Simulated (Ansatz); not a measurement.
## Effective masses and thermopower of ZnSnP$_{2}$ (I-42d)

```
SnZnP2
1.0
   -2.81075     2.81075     5.64074
    2.81075    -2.81075     5.64074
    2.81075     2.81075    -5.64074
Zn Sn P
2 2 4
Direct
  0.75000   0.25000   0.50000
  0.00000   0.00000   0.00000
  0.25000   0.75000   0.50000
  0.50000   0.50000   0.00000
  0.37500   0.35053   0.47553
  0.64947   0.12500   0.02447
  0.87500   0.89947   0.52447
  0.10053   0.62500   0.97553
```

Method: PBEsol, rigid bands (plane waves, PAW, scalar-relativistic; Ansatz, a first-principles code). How the cell was made: cell and atoms relaxed with PBEsol.

- band gap = 0.80 eV
- electron conductivity mass (300 K, dilute) = 0.079 (x), 0.079 (y), 0.085 (z) mₑ
- hole conductivity mass (300 K, dilute) = 0.39 (x), 0.39 (y), 0.40 (z) mₑ
- effective density of states N_c (300 K) = 5.0e17 cm⁻³
- effective density of states N_v (300 K) = 3.3e19 cm⁻³
- density-of-states mass, electrons = 0.074 mₑ
- density-of-states mass, holes = 1.21 mₑ
- Seebeck coefficient, n-type 1e19 cm⁻³, 300 K = -84 μV/K
- Seebeck coefficient, p-type 1e19 cm⁻³, 300 K = 331 μV/K
- best p-type power factor at 300 K for τ = 10 fs (best axis; densities from 1e16 to 1e21 cm⁻³ tried, whether or not they can be reached) = 16.1 μW/(cm·K²) at 1e20 cm⁻³

Rigid bands; masses and Seebeck coefficients take one relaxation time τ for all states and one kind of carrier; polarons and phonon drag are left out. Spin-orbit coupling is left out; where it splits the top of the valence band, N_v and the p-type Seebeck coefficient come out somewhat high without it.

Computed structure, not matched to a measured one here, so possibly hypothetical: ZnSnP2 (I-42d).
